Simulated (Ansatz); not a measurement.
**Sensitivity of a calculation on YAgS2 (P1, 4 atoms in the cell) to its settings**

```
YAgS2
1.0
    1.98446     1.14573     6.93945
   -1.98446     1.14573     6.93945
    0.00000    -2.29146     6.93945
Y Ag S
1 1 2
Cartesian
 -0.00758  -0.00722  20.80951
  0.02000  -0.02356   3.11427
  0.01233   0.02618   5.48883
 -0.02474   0.00460  15.53433
```

Base run A: HSE06, default PAW files made with PBE (Ansatz, a first-principles code), self-consistent single point.

Its settings: basis.ecutwfc = 420 eV; kpoints.mp_grid.grid = 4 4 4; hamiltonian.xc = hse06; hamiltonian.pseudopotentials = {kind: paw} (the program's default PAW files); scf.occupations.method = fixed.

The starting cell comes from a database of computed structures (which also holds hypothetical and non-ambient phases and stackings), without a prior relaxation at this level. Its atoms were displaced at random from the sites of space group no. 160. Ansatz's pressure includes its estimate of the finite-basis (Pulay) stress.

ΔF is the free energy per atom less that of run A. A dash stands where there is no value to compare (another energy zero or no entropy term, no result, no spin, no clean gap, or a mesh too coarse for one). Total energies depend on the potentials, the functional and any Hubbard or dispersion term, so they are compared only between runs that share all of them.

Run A gave: pressure (GPa) -0.03; largest force (eV/Å) 0.853; gap on the mesh (eV) 2.519; k-points 36.

Runs:
- B: hamiltonian.xc: hse06 → pbesol [PBEsol]
- C: hamiltonian.xc: hse06 → pbe0 [PBE0]
- D: kpoints.mp_grid.shift: default → 0.5 0.5 0.5
- E: scf.convergence.dr2_threshold: default (1e-07 eV) → 1e-08 eV
- F: basis.precision: default → f64
- G: scf.mixing.preconditioner: default (the program chose none) → kerker_dos

What does run B change against A?

The pressure goes from -0.03 to -2.79 GPa, the largest force goes from 0.853 to 0.583 eV/Å and the gap on the mesh goes from 2.519 to 1.437 eV.

What does run D change against A?

The free energy hardly moves (within 1 meV/atom), the pressure stays at -0.03 GPa, the largest force moves little (0.853 to 0.852 eV/Å) and the gap on the mesh goes from 2.519 to 2.640 eV.

```json
[
 {"run": "A", "ΔF (meV/atom)": "0.00", "pressure (GPa)": "-0.03", "largest force (eV/Å)": "0.853", "gap on the mesh (eV)": "2.519", "k-points": "36"},
 {"run": "B", "ΔF (meV/atom)": "–", "pressure (GPa)": "-2.79", "largest force (eV/Å)": "0.583", "gap on the mesh (eV)": "1.437", "k-points": "36"},
 {"run": "C", "ΔF (meV/atom)": "–", "pressure (GPa)": "-0.08", "largest force (eV/Å)": "0.858", "gap on the mesh (eV)": "3.220", "k-points": "36"},
 {"run": "D", "ΔF (meV/atom)": "-0.04", "pressure (GPa)": "-0.03", "largest force (eV/Å)": "0.852", "gap on the mesh (eV)": "2.640", "k-points": "32"},
 {"run": "E", "ΔF (meV/atom)": "0.00", "pressure (GPa)": "-0.03", "largest force (eV/Å)": "0.853", "gap on the mesh (eV)": "2.519", "k-points": "36"},
 {"run": "F", "ΔF (meV/atom)": "0.00", "pressure (GPa)": "-0.03", "largest force (eV/Å)": "0.853", "gap on the mesh (eV)": "2.519", "k-points": "36"},
 {"run": "G", "ΔF (meV/atom)": "0.00", "pressure (GPa)": "-0.03", "largest force (eV/Å)": "0.853", "gap on the mesh (eV)": "2.519", "k-points": "36"}
]
```

Keys are those of Ansatz 0.2.
